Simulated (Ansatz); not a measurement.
Given:

```xyz
3
Lattice="0.0000 2.5320 2.5320 2.5320 0.0000 2.5320 2.5320 2.5320 0.0000" Properties=species:S:1:pos:R:3 pbc="T T T"
Zr     0.0000     0.0000     0.0000
O      1.2660     1.2660     1.2660
O      3.7981     3.7981     3.7981
```

No spin polarisation.

Calculations: PBEsol (Ansatz, a program for electronic structure, PAW, no SOC). Settings: 11×11×11 k-points, 0.05 eV Fermi–Dirac smearing.

### Question
Estimate the gap character.

### Answer
Indirect, X → Γ.

### Question
What electron mass (degenerate bands, along [100]) does the calculation give?

### Answer
0.46, 2.0 mₑ (at Γ).

Effective masses come from finite differences of ±0.01 Å⁻¹. Stability against distortions was not tested. The cell was made from HfO2 by this change: Hf → Zr. This is not the structure that ZrO2 has at room temperature and ambient pressure.
